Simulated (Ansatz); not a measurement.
Au: response to strain

The reference is Au in the fcc (Cu type) structure (space group Fm-3m, No. 225; a = 4.083 Å; relaxed with 0.1 eV smearing). Axes: x, y, z lie along the cube axes.

Strains are applied to the cell and any free atomic positions relax; under biaxial strain the out-of-plane vector relaxes too.

All numbers come from Ansatz (a first-principles code) PBEsol, without spin-orbit coupling, earlier PAW set.

Notes on the quantities. pressure: mean of the normal stresses, compression positive; energy relative to the base: free energy F.

| variant | pressure | shortest interatomic distance | energy relative to the base | space group |
|---|---|---|---|---|
| base | 0.0 GPa | 2.887 Å | 0 meV/atom | Fm-3m (No. 225) |
| biaxial strain −2.58 %, plane normal [001], relaxed out of plane | 1.9 GPa | 2.813 Å | +7.3 meV/atom | I4/mmm (No. 139) |
| biaxial strain −1.80 %, plane normal [001], relaxed out of plane | 1.2 GPa | 2.835 Å | +3.3 meV/atom | I4/mmm (No. 139) |
| biaxial strain −3.86 %, plane normal [110], relaxed out of plane | 2.4 GPa | 2.776 Å | +17 meV/atom | Immm (No. 71) |
| isotropic strain +2.52 % | -10.5 GPa | 2.960 Å | +47 meV/atom | Fm-3m (No. 225) |
| isotropic strain +3.72 % | -13.9 GPa | 2.994 Å | +97 meV/atom | Fm-3m (No. 225) |
| isotropic strain +3.89 % | -14.3 GPa | 2.999 Å | +105 meV/atom | Fm-3m (No. 225) |
| uniaxial strain ε_yy = −2.44 % | 4.7 GPa | 2.852 Å | +6.5 meV/atom | I4/mmm (No. 139) |
| uniaxial strain ε_zz = +4.96 % | -7.3 GPa | 2.887 Å | +23 meV/atom | I4/mmm (No. 139) |
| tensor shear ε_yz = +0.98 % | 0.1 GPa | 2.859 Å | +0.8 meV/atom | Immm (No. 71) |

No phonon test of stability was made.
